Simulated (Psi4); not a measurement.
Psi4 1.11, BP86/def2-svp: W(O)(S)(F)(NH2) ([NH2][W](=[O])([F])=[S]), 7 atoms. The geometry is a generated start, not checked to be a minimum at this level.

| Quantity | Result |
|---|---|
| task | energy |
| method | bp86 |
| basis | def2-svp |
| memory | 3 GB |
| maxiter | 100 |
| keys of the molecule block | symmetry c1 |
| scf_type | df (default) |
| guess | auto, which took SAD (default) |
| scf_initial_accelerator | adiis (default) |
| e_convergence | 1e-06 (default) |
| d_convergence | 1e-06 (default) |
| dft_radial_points | 75 (default) |
| dft_spherical_points | 302 (default) |
| effective core potentials | those of the basis set, past Kr |
| basis functions | 102 |
| grid points | 152370 |

```xyz
7

W      0.5148     0.5668    -0.0351
O      1.7091     0.2156    -1.1611
S      1.2954     0.5352     2.0035
F     -0.2487     2.2351    -0.3234
N     -0.8594    -0.8436    -0.1408
H     -1.0205    -1.4342    -0.9707
H     -1.3909    -1.2750     0.6276
```

Charge 0 and multiplicity 1 are set for this test and not shown to be the ground state.

One run each on 2 threads. Values of diis_max_vecs tried: 3, 6, 10 (default), 20.

How does the count of SCF iterations change with diis_max_vecs, and where is it least?

Fewest SCF iterations, within one of each other: 6 with 13, 10 (default) with 13, 20 with 13. The run ends without SCF convergence in 100 iterations at 3.

```json
[
 {"diis_max_vecs": "3", "SCF iterations": "100", "end": "no convergence"},
 {"diis_max_vecs": "6", "SCF iterations": "13", "end": "same solution"},
 {"diis_max_vecs": "10 (default)", "SCF iterations": "13", "end": "same solution"},
 {"diis_max_vecs": "20", "SCF iterations": "13", "end": "same solution"}
]
```
